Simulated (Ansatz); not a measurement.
Take AlN in the rock salt structure (space group Fm-3m, No. 225; a = 4.045 Å; a cell from a computed database, its experimental status unchecked) as the base.

Levels (all Ansatz, a program for electronic structure, PAW): PBEsol (420 eV, no SOC); HSE06 (420 eV, without spin-orbit coupling).

The geometry is relaxed with PBEsol.

| Property | Value |
|---|---|
| PBEsol lowest conduction level above the VBM at special points | X 4.55 eV; Γ 5.63 eV; U 5.76 eV |

With HSE06 at the same geometry, the lowest conduction level above the VBM at special points goes from X 4.55 eV; Γ 5.63 eV; U 5.76 eV to X 6.02 eV; Γ 7.18 eV; U 7.27 eV.

Single points use the geometry relaxed with PBEsol. HSE06 was sampled on its mesh, a few special points and the semilocal edge points, so its gap is an upper bound. The levels and masses belong to the bands next to the band gap. Stability against distortions was not tested. This is not the structure that AlN has at room temperature and ambient pressure.
